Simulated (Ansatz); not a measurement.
Cubic perovskite CsPbCl₃ (cubic high-temperature phase) was calculated with r²SCAN (PAW; Ansatz, a quantum-chemistry and plane-wave program).

Run with plane-wave cutoff 600 eV, 4×4×4 k mesh, finite displacements, scalar-relativistic PAW data made under PBE.

Cell (relaxed at this level):

```cif
data_Cl3CsPb
_chemical_formula_sum 'Cs1 Pb1 Cl3'
_space_group_name_H-M_alt 'P 1'
_space_group_IT_number 1
_cell_length_a 5.67801
_cell_length_b 5.67801
_cell_length_c 5.67801
_cell_angle_alpha 90.000
_cell_angle_beta 90.000
_cell_angle_gamma 90.000
loop_
_space_group_symop_operation_xyz
  'x, y, z'
loop_
_atom_site_label
_atom_site_type_symbol
_atom_site_fract_x
_atom_site_fract_y
_atom_site_fract_z
_atom_site_occupancy
Cs1 Cs 0.00000 0.00000 0.00000 1
Pb1 Pb 0.50000 0.50000 0.50000 1
Cl1 Cl 0.50000 0.00000 0.50000 1
Cl2 Cl 0.00000 0.50000 0.50000 1
Cl3 Cl 0.50000 0.50000 0.00000 1
```

What does this level give for the high-frequency dielectric constant and static dielectric constant?


- high-frequency dielectric constant = 3.53
- static dielectric constant = 192

Note: the relaxation could not lower the start's symmetry, so the cell can be a saddle point above a distorted one.

Spin–orbit coupling is not included; it can shift volumes and moduli of such heavy elements.

Computing time: very roughly 11 core-minutes.
